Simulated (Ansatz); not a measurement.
**InAgTe2: response to strain**

Consider InAgTe$_{2}$ in the chalcopyrite structure (space group I-42d, No. 122; a = 6.3535 Å, c = 12.6374 Å). Axes: x, y, z lie along a, b, c of the conventional cell.

Strains are applied to the cell and any free atomic positions relax.

All numbers come from DFT with LDA, PAW potentials and a 420 eV plane-wave cutoff in Ansatz (a program for electronic structure), no SOC.

Notes on the quantities. energy relative to the base: free energy F.

```tsv
change	band gap	energy relative to the base	volume per atom
base	zero	0 meV/atom	31.88 Å³
uniaxial strain ε_zz = −3.00 %	0.07 eV	+5.7 meV/atom	30.93 Å³
uniaxial strain ε_zz = −2.25 %	0.06 eV	+3.2 meV/atom	31.17 Å³
uniaxial strain ε_zz = −1.50 %	0.05 eV	(withheld)	31.41 Å³
uniaxial strain ε_zz = −0.75 %	zero	+0.3 meV/atom	31.64 Å³
```

Task: What belongs in the blanks?

Result: 
- uniaxial strain ε_zz = −1.50 %, energy relative to the base: +1.4 meV/atom

Spin-orbit coupling, missing from the scalar runs, can matter with Te. Whether these cells are dynamically stable was not tested. The final runs are not spin-polarised. Gaps under 0.05 eV, about the width of the smearing, are given as zero. The zero or small gap of InAgTe2 can change with the level of theory.
